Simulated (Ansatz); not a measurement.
## How the c axis length of YGe (model structure, started from the TiAs type, P6₃/mmc, No. 194, 8 atoms in the cell) moves with the method

No measured value is used here.

```
level (code)         value (Å)
-------------------  ---------
PBE (Ansatz)            15.483
PBEsol (Ansatz)         15.409
PBE-D3(BJ) (Ansatz)     15.455
```

Ansatz's density-functional and Hartree–Fock values are scalar-relativistic unless marked +SOC, with PAW data made under PBE.

A model structure was made by putting elements into a prototype or built by hand; it is no filed structure, need not be a known phase, and can be a saddle point held by its symmetry.

Ansatz is a program for electronic structure.
